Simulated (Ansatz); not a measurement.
## What pressure 30 GPa does to SiO2

Consider SiO₂ (space group P3_121, No. 152; a = 4.949 Å, c = 5.442 Å).

Modification: cell and atoms relaxed at a pressure of 30 GPa.

All numbers come from plane-wave PAW DFT at the PBEsol level (Ansatz, a program for electronic structure, 420 eV), spin-orbit coupling left out. Γ-centred 8×8×6 mesh, Fermi–Dirac width 0.05 eV.

The volume per atom drops by 3.985 Å³, from 12.83 Å³ to 8.84 Å³ and the lattice parameter a drops by 0.695 Å, from 4.949 Å to 4.254 Å. The c/a ratio rises by 0.094 to 1.194 and the shortest interatomic distance drops by 0.023 Å to 1.596 Å. The enthalpy H = E + PV relative to the base's energy amounts to +1.92 eV/atom and the band gap goes up by 0.97 eV to 6.69 eV. The gap character goes from indirect, K → Γ to indirect, M → Γ and the smallest direct gap increases by 0.853 eV to 6.89 eV.

Load acts through the strain it causes; cell and atoms are relaxed under it. No phonon test of stability was made. No other phases were tried under pressure.
